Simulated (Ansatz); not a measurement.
In2Se3 (P6₁, No. 169, 30 atoms in the cell; start mp-612740), treated with r²SCAN+rVV10 (Ansatz, a program for electronic structure, plane waves, PAW).

Settings: plane-wave cutoff 560 eV, 6×6×2 k mesh (along the axes of the cell as run), Fermi–Dirac smearing 0.01 eV, scalar-relativistic PAW data made under PBE.

Cell (relaxed at this level):

```
In2Se3
1.0
    7.19087     0.00000     0.00000
   -3.59543     6.22747     0.00000
    0.00000     0.00000    19.34484
In Se
12 18
Direct
  0.32865   0.98276   0.99984
  0.34589   0.32865   0.16651
  0.01724   0.34589   0.33318
  0.67135   0.01724   0.49984
  0.65411   0.67135   0.66651
  0.98276   0.65411   0.83318
  0.00921   0.69908   0.47214
  0.31013   0.00921   0.63880
  0.30092   0.31013   0.80547
  0.99079   0.30092   0.97214
  0.68987   0.99079   0.13880
  0.69908   0.68987   0.30547
  0.69402   0.04160   0.63593
  0.65242   0.69402   0.80259
  0.95840   0.65242   0.96926
  0.30598   0.95840   0.13593
  0.34758   0.30598   0.30259
  0.04160   0.34758   0.46926
  0.63347   0.66491   0.45400
  0.96856   0.63347   0.62066
  0.33509   0.96856   0.78733
  0.36653   0.33509   0.95400
  0.03144   0.36653   0.12066
  0.66491   0.03144   0.28733
  0.92476   0.27033   0.82601
  0.65444   0.92476   0.99268
  0.72967   0.65444   0.15935
  0.07524   0.72967   0.32601
  0.34556   0.07524   0.49268
  0.27033   0.34556   0.65935
```

**Question.** Give the computed band gap.

**Answer.** 
- band gap = 1.50 eV

Spin–orbit coupling is not included.

Computing time: roughly 19 core-minutes.

A start named mp-… is a Materials Project structure, which need not be a measured phase.
